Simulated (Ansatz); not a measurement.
Worked calculations on one periodic cell of amorphous In9Ga9Zn9O39Sc2: In9Ga9Zn9O39Sc2, 68 atoms, volume 858.7 Å³, made by a melt-quench on the CHGNet potential and relaxed with DFT. O atoms were pushed apart under 1.9 Å during the dynamics, to hinder bonds among them. It is a model cell: composition and starting density were chosen by hand, and all elements were melted together. Cycles of charging were run to anneal it. Method: PBE, scalar-relativistic without spin-orbit coupling (plane waves to 420 eV, PAW; Ansatz, a program for electronic structure). Sampling: a 2×2×2 Γ-centred mesh; Fermi-Dirac width 0.02 eV; no spin polarisation. Its volume was held where the quench left it, its shape was free, and it stands at a mean pressure of 3.2 GPa with stress components up to 3.3 GPa; the relaxation ran on the zone centre alone. Its density went from a set 5.73 to 5.73 g/cm³. The cell is small and was quenched far faster than a real film, so it is one sample of the glass.

Count formal charges (In +3, Ga +3, Zn +2, O -2, Sc +3). What does the count lead one to expect at the Fermi level, and what does the calculation give?

9 × (+3) + 9 × (+3) + 9 × (+2) + 39 × (-2) + 2 × (+3) = 0. The charges balance, so the anion-derived valence states can be full and a gap can open. On this mesh the highest filled and lowest empty level lie 1.20 eV apart, the PBE gap of this cell, with a localised state at one edge or both.

Four energies for a hole at PBE on the zone centre alone (charged cells in a uniform background, spin-polarised): neutral at the neutral geometry -140713.371 eV; charged at the neutral geometry -140720.599 eV; charged and relaxed -140720.667 eV; neutral at the charged geometry -140713.257 eV.

Find the two relaxation energies and their sum, the reorganisation energy.

On charging: -140720.599 − (-140720.667) = 0.068 eV. On discharging: -140713.257 − (-140713.371) = 0.114 eV. The sum is 0.182 eV. The carrier's level spreads over 12 of the 68 atoms' worth, so it counts as partly localised, most on one O atom with neighbours Ga 1.88 Å, In 2.11 Å, In 2.20 Å (neutral geometry). The values are uncorrected: the image energy of a point charge in this cell, 2.84 × 14.40 / (2 × 9.5) = 2.1 eV before screening, is screened by electrons alone at the fixed geometry and by ions too after relaxing, and the carrier can be spread before it relaxes, so each term can be off by up to that value times 1/ε∞, some tenths of an eV. PBE's self-interaction favours spread-out carriers, so a hybrid can localise more.
